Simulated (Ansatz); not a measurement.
Ni (model structure, started from the simple cubic type, Pm-3m, No. 221, 1 atom in the cell), treated with r²SCAN (Ansatz, a first-principles code, plane waves, PAW).

Numerical settings: plane-wave cutoff 560 eV, 24×24×24 k mesh, Fermi–Dirac smearing 0.05 eV, spin-polarised with parallel moments, scalar-relativistic PAW data made under PBE.

Cell (relaxed at this level):

```cif
data_Ni
_chemical_formula_sum 'Ni1'
_space_group_name_H-M_alt 'P 1'
_space_group_IT_number 1
_cell_length_a 2.30501
_cell_length_b 2.30501
_cell_length_c 2.30501
_cell_angle_alpha 90.000
_cell_angle_beta 90.000
_cell_angle_gamma 90.000
loop_
_space_group_symop_operation_xyz
  'x, y, z'
loop_
_atom_site_label
_atom_site_type_symbol
_atom_site_fract_x
_atom_site_fract_y
_atom_site_fract_z
_atom_site_occupancy
Ni1 Ni 0.00000 0.00000 0.00000 1
```
Starting moments (μB, in the order of the record's atoms Ni): 2.0.

Q: Predict the bulk modulus B0.

A: 
- bulk modulus B0: 158 GPa

The run finds no gap.

Note: the magnetic order was assumed, not searched for or taken from measurement; the bulk modulus is −V dP/dV from two relaxed cells at ±2 % in volume; the relaxation could raise the start's symmetry but not lower it, so the cell can be a saddle point.

Static lattice: no zero-point or thermal effects.

It cost about 60 core-seconds (a rough figure) of CPU time.

A model structure was made by putting elements into a prototype or built by hand; it is no filed structure, need not be a known phase, and can be a saddle point held by its symmetry.
